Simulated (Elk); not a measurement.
Worked example: self-consistent single point of ScAl3 (Pm-3m, 4 atoms in the cell) in Elk.

Level of theory: LDA (PW92), all-electron FP-LAPW, Elk's shipped species files, LAPW+lo basis in Elk.

```yaml
crystal:
  lattice:
    - [3.99788, 0.00000, 0.00000]
    - [0.00000, 3.99788, 0.00000]
    - [0.00000, 0.00000, 3.99788]
  atoms:
    - { symbol: Sc, position: [0.00000, 0.00000, 0.00000] }
    - { symbol: Al, position: [0.50000, 0.00000, 0.50000] }
    - { symbol: Al, position: [0.00000, 0.50000, 0.50000] }
    - { symbol: Al, position: [0.50000, 0.50000, 0.00000] }
```

Reference input (self-consistent single point, DFT, PBE, all-electron FP-LAPW, Elk's shipped species files, LAPW+lo basis): xctype = 20; rgkmax = 8; stype = 3; swidth = 0.00367493 Ha; ngridk = 7 7 7; gmaxvr = 14 1/bohr; nxoapwlo = 1. This run's input differs from it in these lines:

```diff
@@ -4,3 +4,3 @@
 xctype
-  20
+  3
```

Log, with long lists cut:

```
│ Self-consistent loop started │
│ Loop number : 1 │
 total energy                :     -1491.09302206
│ Loop number : 2 │
 total energy                :     -1491.04755882
RMS change in Kohn-Sham potential (target) :   0.4691281503E-01 (  0.1000000000E-05)
Absolute change in total energy (target)   :   0.4546323287E-01 (  0.1000000000E-03)
│ Loop number : 3 │
 total energy                :     -1490.92439487
RMS change in Kohn-Sham potential (target) :   0.4385084828E-01 (  0.1000000000E-05)
Absolute change in total energy (target)   :   0.1345297641     (  0.1000000000E-03)
│ Loop number : 4 │
   [... lines left out ...]
Absolute change in total energy (target)   :   0.3493083505E-03 (  0.1000000000E-03)
│ Loop number : 14 │
 total energy                :     -1488.33974864
RMS change in Kohn-Sham potential (target) :   0.7804434451E-07 (  0.1000000000E-05)
Absolute change in total energy (target)   :   0.1031244847E-03 (  0.1000000000E-03)
│ Loop number : 15 │
 total energy                :     -1488.33974546
RMS change in Kohn-Sham potential (target) :   0.2638142688E-07 (  0.1000000000E-05)
Absolute change in total energy (target)   :   0.2895979515E-04 (  0.1000000000E-03)
Convergence targets achieved

│ Loop number : 16 │

Energies :
 Fermi                       :     0.294778087947
 total energy                :     -1488.33974532

Density of states at Fermi energy :    33.11656090
 (states/Hartree/unit cell)

Estimated indirect band gap :   0.2467297131E-02
 from k-point      3 to k-point      8
Estimated direct band gap   :   0.3739341460E-01
 at k-point      5

Charges :
 core                        :    22.00000000
 valence                     :    38.00000000
 interstitial                :    6.676989698
 muffin-tins (core leakage)
  species :    1 (Sc)
   atom    1                 :    19.40646920     (  0.3432997886E-08)
  species :    2 (Al)
   atom    1                 :    11.30551370     (  0.5057316894E-03)
   atom    2                 :    11.30551370     (  0.5057316894E-03)
   atom    3                 :    11.30551370     (  0.5057316894E-03)
 total in muffin-tins        :    53.32301030
 total calculated charge     :    59.97699578
 total charge                :    60.00000000
 error                       :   0.2300421674E-01

│ Self-consistent loop stopped │
```

The run converged in 16 iterations. The count includes the last loop, which Elk runs after its targets are met. 

The starting cell comes from a database of computed structures (which also holds hypothetical and non-ambient phases and stackings), without a prior relaxation at this level. Its lattice was rescaled by a random factor within 2.5 % of one. Values depend on the basis (sphere radii, cutoffs, local orbitals), which need not be converged. The log's line on a gap gives a spacing of levels on this mesh, which the program prints for metals too.
